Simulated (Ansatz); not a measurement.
**MnSi with two functionals, pressure 22.5 GPa**

Take MnSi (space group P2_13, No. 198; a = 4.518 Å; ferromagnetic) as the base.

(Cell as relaxed with PBE.)

Levels (all Ansatz, a quantum-chemistry and plane-wave program, PAW, earlier PAW set): PBE (420 eV, without spin-orbit coupling); r2SCAN (500 eV, spin-orbit coupling left out).

Each level relaxes its own structure.

| base | PBE | r2SCAN |
|---|---|---|
| volume per atom | 11.53 Å³ | 11.85 Å³ |
| lattice parameter a | 4.518 Å | 4.560 Å |
| band gap | zero | zero |
| largest site moment | 0.98 μB | 2.19 μB |

Now apply this change: cell and atoms relaxed at a pressure of 22.5 GPa.

```json
[
 {"quantity": "largest site moment", "PBE": "0.80 μB", "r2SCAN": "1.04 μB"},
 {"quantity": "lattice parameter a", "PBE": "4.383 Å", "r2SCAN": "4.365 Å"},
 {"quantity": "magnetic state", "PBE": "ferromagnetic", "r2SCAN": "ferromagnetic"}
]
```

PBE's largest site moment lies 0.24 μB below r2SCAN's; PBE's lattice parameter a lies 0.018 Å above r2SCAN's (0.4 %); the two agree on the magnetic state. Neither level is exact; r2SCAN is the comparison here, not a measurement.

Other magnetic orders, which the real material may have, were not ruled out. Load acts through the strain it causes; cell and atoms are relaxed under it. Stability against distortions was not tested. No other phases were tried under pressure.
